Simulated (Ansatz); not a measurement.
The starting structures come from a database of crystals and need not be the phases stable at ambient conditions.

 Where the default PAW files enter, the runs use the earlier of Ansatz's two default sets.

Tunnelling through a barrier is set by its complex band structure: the current falls as exp(−2κd) with the smallest κ.

Input:

```
CELL_PARAMETERS angstrom
      5.75928     0.00000     0.00000
      0.00000     5.75928     0.00000
      2.87964    -2.87964     5.31203
ATOMIC_POSITIONS crystal
  Mg 0.50000 0.50000 0.00000
  Mg 0.75000 0.75000 0.50000
  Ge 0.00000 0.00000 0.00000
  Ge 0.25000 0.25000 0.50000
  P  0.12500 0.90544 0.25000
  P  0.90544 0.62500 0.75000
  P  0.62500 0.34456 0.25000
  P  0.34456 0.12500 0.75000
```

Space group of this cell: I-42d, chalcopyrite. The cell is taken as given.

Transport runs along the normal of the first two printed cell vectors, the (001) plane of the conventional cell.

The gap is the functional's own. No spin-orbit coupling. Mid-gap values are interpolated on the energy grid.

**Question.** State the band gap and the smallest decay constant κ at mid-gap according to Ansatz (an electronic-structure program) with r2SCAN.

**Answer.** Gap 1.74 eV on a 6×6×6 mesh; κ = 0.153 1/Å, at the zone centre.
